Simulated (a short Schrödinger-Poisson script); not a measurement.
Solved with a short Schrödinger-Poisson script written for these runs: 1D Poisson equation in equilibrium, electrons quantum, Hartree (BenDaniel-Duke, 40 states a valley, the channel's in-plane mass for all, wave functions free to enter the barrier), parabolic valleys, classical holes, full ionisation, no traps, pinning or gate leakage.

System: gated In0.52Al0.48As/In0.53Ga0.47As δ-doped gas in a quantum well, at 20 K.

From the gate side: 30 nm In0.52Al0.48As; 2 nm In0.52Al0.48As; 20 nm In0.53Ga0.47As; 4000 nm In0.52Al0.48As, acceptors 1e15 cm⁻³.

Constants are typed, rounded textbook-type inputs, not results; the design itself was drawn at random and stands for no fabricated device. In0.52Al0.48As: permittivity 12.5, conduction-band edge (eV) 0.52, gap (eV) 1.45, electron mass (mₑ) 0.075, Nv at 300 K (cm⁻³) 1.1e19. In0.53Ga0.47As: permittivity 13.9, conduction-band edge (eV) 0, gap (eV) 0.74, Nv at 300 K (cm⁻³) 7.7e18.

Channel valleys (confinement mass, in-plane density-of-states mass, number): Γ 0.041, 0.041, 1. At the gate the conduction-band edge of layer 1 lies 0.65 eV − eVg above the Fermi level of the channel; the field vanishes at the back. Sheet of ionised δ-doping: +2.5e12 e/cm² at 30 nm from the gate. The barrier under the gate holds no holes. Gaps are held at their typed values at every temperature. Mesh 0.08 nm at interfaces.

Question: Give the sheet density of all electrons at Vg = -0.6 V (cm⁻²); the sheet density of all electrons at Vg = 0.4 V (cm⁻²); the lowest subband against the Fermi level at Vg = 0.4 V (meV).

Answer: sheet density of all electrons at Vg = -0.6 V (cm⁻²): 4.60e11; sheet density of all electrons at Vg = 0.4 V (cm⁻²): 2.28e12; lowest subband against the Fermi level at Vg = 0.4 V (meV): -105.
